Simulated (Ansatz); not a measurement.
**Several settings converged on Sn2Ir (I4mm, 3 atoms in the cell)**

```xyz
3
Lattice="0.0000 3.1931 3.1931 3.1931 0.0000 3.1931 3.1931 3.1931 0.0000" Properties=species:S:1:pos:R:3 pbc="T T T"
Sn     4.7896     4.7896     4.7896
Sn     1.5965     1.5965     1.5965
Ir     0.0000     0.0000     0.0500
```

Base method: LDA (PW92), default PAW files made with PBE (plane waves; Ansatz, an electronic-structure program).

Base settings: basis.ecutwfc = 420 eV; kpoints.mp_grid.grid = 9 9 9; hamiltonian.xc = lda; hamiltonian.pseudopotentials = {kind: paw} (the program's default PAW files); scf.occupations.method = gaussian; scf.occupations.width = 0.1 eV.

The count of work is k-points × plane waves × bands × iterations; it is no time. Core times come from one kind of shared machine, to one figure; runs under 30 s give none.

**The width of Fermi-Dirac smearing**

In this ladder: kpoints.mp_grid.grid = 15 15 15; scf.occupations.method = fermi_dirac.

Narrow widths need finer meshes than wide ones, so the last steps can hold mesh noise.

Only quantities that move along the ladder and can be compared are tabulated; pressure and forces are left out, as mesh noise rules them at narrow widths.

```tsv
scf.occupations.width	free energy less the last step's (meV/atom)	energy extrapolated to zero width less the last step's (meV/atom)
1 eV	-822.03	62.44
0.5 eV	-183.65	11.70
0.3 eV	-62.39	0.73
0.2 eV	-26.82	-0.43
0.1 eV	-5.48	-0.04
0.05 eV	0.00	0.00
```

Widest scf.occupations.width that holds the energy extrapolated to zero width within 0.5 meV/atom of the last step, with all finer ones: 0.2 eV; the step before is off by 0.73 meV/atom.

Widest scf.occupations.width that holds the free energy within 5 meV/atom: not settled: the last two steps still differ by 5.5 meV/atom, over half the tolerance, so the ladder does not show it.

The extrapolation to zero width removes most of the smearing's effect on the energy.

**The width of Methfessel-Paxton smearing**

In this ladder: kpoints.mp_grid.grid = 15 15 15; scf.occupations.method = methfessel_paxton.

Narrow widths need finer meshes than wide ones, so the last steps can hold mesh noise.

Only quantities that move along the ladder and can be compared are tabulated; pressure and forces are left out, as mesh noise rules them at narrow widths.

| scf.occupations.width | free energy less the last step's (meV/atom) |
|---|---|
| 1 eV | 5.83 |
| 0.5 eV | 0.15 |
| 0.3 eV | 0.11 |
| 0.2 eV | 0.12 |
| 0.1 eV | 0.03 |
| 0.05 eV | 0.00 |

Widest scf.occupations.width that holds the free energy within 1 meV/atom of the last step, with all finer ones: 0.5 eV; the step before is off by 5.8 meV/atom.

**The mesh under tetrahedron occupations**

In this ladder: scf.occupations.method = tetrahedron; scf.occupations.width = default.

Only quantities that move along the ladder and can be compared are tabulated.

```csv
kpoints.mp_grid.grid,free energy less the last step's (meV/atom),pressure (GPa),largest difference of a force vector from the last step's (eV/Å),count of work / last,core time / last (rough)
4 4 4,18.33,-4.75,0.016,0.019,–
5 5 5,-1.41,-4.64,0.000,0.025,–
6 6 6,-3.61,-4.81,0.006,0.041,–
7 7 7,-5.58,-4.71,0.001,0.055,–
9 9 9,-0.27,-4.71,0.000,0.10,–
11 11 11,-1.47,-4.71,0.003,0.17,0.3
14 14 14,-0.44,-4.69,0.001,0.34,0.5
17 17 17,-0.07,-4.68,0.000,0.56,0.6
21 21 21,0.00,-4.67,0.000,1.0,1
```

Coarsest kpoints.mp_grid.grid that holds the free energy within 2 meV/atom of the last step, with all finer ones: 9 9 9, at 0.10 of the last step's count of work; the step before is off by 5.6 meV/atom.

State of the pressure at the end of the ladder: still drifting one way, by 0.02 GPa over the last two steps, so the last step is no safe reference.

Coarsest kpoints.mp_grid.grid that holds the forces within 0.005 eV/Å of the last step, with all finer ones: 7 7 7, at 0.055 of the last step's count of work; the step before is off by 0.006 eV/Å.

On the base run: the starting cell comes from a database of computed structures (which also holds hypothetical and non-ambient phases and stackings), without a prior relaxation at this level. Its lattice was rescaled by up to half a per cent. One atom was moved a little off its site on purpose. Spin polarisation is off. In the base run, with a pressure of about -5 GPa the cell is away from its equilibrium volume at this level. Ansatz's pressure includes its estimate of the finite-basis (Pulay) stress.

Left out of this page: 4 runs of the series outside the window shown, repeating another row's setting, or not comparable.

Keys are those of Ansatz 0.2.
